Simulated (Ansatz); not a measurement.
diamond: the defect Be_C+N_C+N_C+N_C

Level of theory: PBE, PAW (plane waves to 420 eV; Ansatz, an electronic-structure program). A supercell of 64 sites (2×2×2 repeats of a cell of 8 atoms) was used; the energies come from a 2×2×2 shifted sampling of its zone. Sites at the start: the C site; C 1.55 Å away; C 1.55 Å away; C 1.55 Å away. Finite-size correction: monopole term and site-potential alignment. Dielectric constants: PBE linear response of the host. Host gap at this level: 4.13 eV. These values are not converged in cell size to better than tenths of an eV. Levels are measured in PBE's own, too narrow, gap. Spin–orbit coupling is left out. Each state is the lowest found from its start.

The name describes the start; the neighbours show where the atoms ended.

Charges with a result: +1, 0. Others weren't obtained, and one of them could lie lower, also by skipping a charge.

```
charge         moment (μB)  point group  largest move off a lattice site (Å)  neighbours of the last N atom of the defect at the end (Å)  image correction with alignment (eV)
------  ------------------  -----------  -----------------------------------  ----------------------------------------------------------  ------------------------------------
+1      not spin-polarised          C3v                                 0.10                             C 1.51, C 1.52, C 1.52, Be 1.64                                  0.31
0*              fractional            –                                 0.10                             C 1.52, C 1.53, C 1.53, Be 1.64                                     –
```

* At this level the carrier isn't localised at the defect: at charge 0 electrons occupy the conduction band. Such a state is shallow or no state of the defect, and this cell gives it no level.

Point groups are those of the whole cell at tolerances of 0.03 and 0.1 Å ("near" where only the looser one holds); none is given for unsettled states.

Starting moments that weren't kept: charge 0 began with 1 μB and ended with 0.5.

Flagged in the runs: a doubtful potential alignment.

All states together cost very roughly 7 core-minutes.
